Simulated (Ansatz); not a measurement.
Start from MgB₂ (space group P6/mmm, No. 191; a = 3.0640 Å, c = 3.4977 Å; relaxed with 0.1 eV smearing). Axes: x lies along a and z along c of the hexagonal cell.

Calculations: Ansatz (a first-principles code), PBEsol, PAW, cutoff 420 eV, without spin-orbit coupling.

For the base:

The pressure is 0.0 GPa.

Modification: the cell is compressed by 2.00 % along z with no lateral relaxation; the atoms relax in the strained cell.

### Question
Estimate the effect on the pressure.

### Answer
The pressure (mean of the normal stresses, compression positive) goes from zero to 2.4 GPa.

### Question
What happens to the energy relative to the base?

### Answer
The energy goes up by 3.2 meV/atom.

Stability against distortions was not tested. All final runs are without spin polarisation.
